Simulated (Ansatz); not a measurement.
AlAs (P6₃mc, No. 186, 4 atoms in the cell; start mp-8881; a measured phase of this formula has another space group) was calculated with HSE06 in Ansatz (plane waves, PAW).

The input as run:

Ansatz 0.2 input:
```yaml
crystal:
  lattice:
    - [4.0030023128, 0.0, 0.0]
    - [-2.0015011564, 3.4667016943, 0.0]
    - [0.0, 0.0, 6.5811773362]
  atoms:
    - { symbol: Al, position: [0.3333333333, 0.6666666667, 0.0007605606] }
    - { symbol: Al, position: [0.6666666667, 0.3333333333, 0.5007605606] }
    - { symbol: As, position: [0.3333333333, 0.6666666667, 0.3752394394] }
    - { symbol: As, position: [0.6666666667, 0.3333333333, 0.8752394394] }
basis:
  ecutwfc: 460
  ecutrho_ratio: 4
  xc_grid: 2
kpoints:
  mp_grid: { grid: [9, 9, 4] }
  band_path: { path: [[0, 0, 0], [0.5, 0, 0.375]], npoints: 1 }
hamiltonian:
  xc: hse06
  dispersion: none
  pseudopotentials: { azcp: { folder: ./paw }, kind: paw }
scf:
  occupations: { method: fermi_dirac, width: 0.01 }
  convergence: { dr2_threshold: 0.0000000004 }
output:
  forces: true
  stress: true
  eigenvalues: true
  write_bands: true
```

From the output:

```
WARN output.stress: scf.exx.energy_threshold = 1e-6 eV is looser than the 4e-8 eV advised for a stress under a hybrid functional (1e-8 eV for each atom of the …
Crystal: 4 atoms, lattice volume = 91.328 Å³
Basis set: ecut = 460 eV, 2009 PW (Γ), exchange–correlation on 60×60×96 points (8 copies of the dense FFT grid, shifted against one another)
Bands: 22, of which v1, the nominal top of the filled ones, is band 18 counted from 1 (17 counted from 0)
Symmetry: 12 space group operations
Space group: P63mc (ITA 186), of the structure as read, at distance tolerance 4.5e-5 Å
k-points: 36 of 324 (time reversal used)
Initial density: superposition of atomic densities (chi_scale 0.1, normalization cell, long waves kept (reshape's long-wave potential 0.00 eV rms))
SCF iter   1: F=—  HF=-10789.346731 eV  |F-HF|=—  |Δ(HF+E_count)|=         —  Δρ=3.55e-2  dr2=1.31e0
SCF iter   2: F=—  HF=-10789.231377 eV  |F-HF|=—  |Δ(HF+E_count)|=   1.15e-1  Δρ=1.71e-2  dr2=2.02e-1
  ...
Crystal: 4 atoms, lattice volume = 91.328 Å³
Initial density: handed on by an earlier stage of this run
Crystal: 4 atoms, lattice volume = 91.328 Å³
SCF iter   6: F=—  HF=-10792.667341 eV  |F-HF|=—  |Δ(HF+E_count)|=   1.68e-9  Δρ=1.53e-6  dr2=1.27e-9
SCF iter   7: F=-10792.667341 eV  HF=-10792.667341 eV  |F-HF|=2.18e-10  |Δ(HF+E_count)|=   1.00e-9  Δρ=4.97e-7  dr2=1.78e-10
SCF 3 converged in 7 iterations: F = -10792.667341 eV  dr2 = 1.78e-10
Free energy (F): -10792.667342 eV
Internal energy: -10792.667342 eV  (E = F + TS)
E sigma→0 (E₀):  -10792.667342 eV
Fermi energy:    6.927700 eV
--- Stress (GPa, compression-positive) ---
        0.331456       0.000000       0.000000
       -0.000000       0.331456      -0.000000
        0.000000      -0.000000       0.268448
  P = ⅓ Tr σ = 0.3105 GPa (3.105 kbar)
```

The PAW data were made under PBE.

Note: cell and atoms aren't relaxed at this level (pressure 0.3 GPa).

Computing time: around 7 core-minutes (rough).

A start named mp-… is a Materials Project structure, which need not be a measured phase.

Ansatz is an electronic-structure program.
